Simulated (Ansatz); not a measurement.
## PbF2: biaxial strain +1.25 %, plane normal [111], relaxed out of plane

Consider PbF$_{2}$ in the fluorite structure (space group Fm-3m, No. 225; a = 5.899 Å). Axes: x, y, z lie along the cube axes.

Now apply this change: biaxial strain +1.25 %, plane normal [111], relaxed out of plane (Cartesian); in-plane vectors clamped, the third vector and the atoms free.

Level of theory: PBEsol (Ansatz, an electronic-structure program), no spin-orbit coupling. k-mesh 10×10×10 (Γ-centred); smearing 0.05 eV (Fermi–Dirac).

- Volume per atom: 17.28 Å³ (base 17.10 Å³)
- Space group: R-3m (No. 166) (base Fm-3m (No. 225))
- Energy relative to the base (free energy F): +1.6 meV/atom
- Pressure (mean of the normal stresses, compression positive): -7.9 kbar (base -0.1 kbar)
- Band gap: 4.31 eV (base 4.31 eV)
- Gap character: indirect, H₀ → F
- Smallest direct gap: 4.46 eV (base 4.46 eV)
- Electron mass: 3.0 mₑ along k, 0.49 mₑ across (at X)
- Out-of-plane strain: -1.42 %
- Ratio −ε⊥/ε∥: 1.14
- Mean in-plane stress (compression positive): -1.2 GPa

Final structure (turned so that z lies along the plane normal):

```
PbF2
1.0
    4.22313     0.00000     0.00000
    2.11157     3.65734     0.00000
    2.11157    -1.21911     3.35715
Pb F
1 2
Direct
  0.00000   0.00000   0.00000
  0.49610   0.25195   0.75584
  0.50390   0.74805   0.24416
```

Cost of the whole job for the changed cell (relaxation, final SCF and bands): very roughly 50 core-seconds.

With Pb present, leaving out spin-orbit coupling can change the band edges. Effective masses come from finite differences of ±0.01 Å⁻¹. Along k means along the line from Γ to the band edge. Whether these cells are dynamically stable was not tested. k-point labels follow each cell's own Brillouin zone.
